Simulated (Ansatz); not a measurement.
The parent structure is CsPbCl3 in the cubic perovskite structure (space group Pm-3m, No. 221; a = 5.6188 Å). Axes: x, y, z lie along the cube axes.

Calculations: DFT with PBEsol, PAW potentials and a 420 eV plane-wave cutoff in Ansatz (a quantum-chemistry and plane-wave program), no spin-orbit coupling.

Strains are applied to the cell and any free atomic positions relax.

One change was made to it. Results:

| quantity | base | after |
|---|---|---|
| band gap | 1.83 eV | 1.75 eV |
| energy relative to the base (free energy F) | 0 meV/atom | +0.8 meV/atom |

Question: What was done to the base?
(A) tensor shear ε_xy = +0.33 %
(B) tensor shear ε_xy = +2.00 %
(C) tensor shear ε_xy = +0.67 %

Answer: B, tensor shear ε_xy = +2.00 %. For comparison, the band gap in the other runs: tensor shear ε_xy = +0.33 % gives 1.82 eV; tensor shear ε_xy = +0.67 % gives 1.81 eV.

With Pb present, leaving out spin-orbit coupling can change the band edges. No phonon test of stability was made. Many cubic perovskites are stable only at high temperature; tilts and polar distortions were not tested. This is not the structure that CsPbCl3 has at room temperature and ambient pressure.
